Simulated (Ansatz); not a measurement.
**Ge, response to strain**

Take Ge in the diamond structure (space group Fd-3m, No. 227; a = 5.676 Å) as the base.

Strains are applied to the cell and any free atomic positions relax.

Computed with Ansatz (a first-principles code), PBEsol, PAW, cutoff 420 eV, scalar-relativistic without spin-orbit coupling.

Candidates:
(a) isotropic strain −2.50 %
(b) isotropic strain +1.00 %
(c) isotropic strain −2.00 %
(d) isotropic strain −1.00 %

For the base:

| Property | Value |
|---|---|
| Band gap | zero |

**Question.** Order them by band gap, highest first.

**Answer.** (a) isotropic strain −2.50 % (0.33 eV), (c) isotropic strain −2.00 % (0.28 eV), (d) isotropic strain −1.00 % (0.17 eV), (b) isotropic strain +1.00 % (zero)

Whether these cells are dynamically stable was not tested. A zero or small gap of Ge can be the functional's error rather than a property of the material.
